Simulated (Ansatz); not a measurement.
Base system: PbS in the rock salt structure (space group Fm-3m, No. 225; a = 6.009 Å). Axes: x, y, z lie along the cube axes.

Calculations: PBE (Ansatz, an electronic-structure program, PAW, no SOC).

The change: every lattice vector is shortened by 2.00 %; the atoms relax in the strained cell.

Problem. Predict the stress tensor and what it implies for the stiffness.

Solution. Stress of the strained cell less that of the base (GPa, compression positive):
```
   3.65    0.00    0.00
   0.00    3.65    0.00
   0.00    0.00    3.65
```

Then B = −ΔP/(ΔV/V₀) with ΔV/V₀ = -0.0588 gives secant stiffness values (nonlinear terms included at this strain): B ≈ 62 GPa.

As a check, the harmonic strain energy −½ V₀ Δσ:ε is 19 meV/atom; the computed energy rise is 17 meV/atom.

Stability against distortions was not tested.
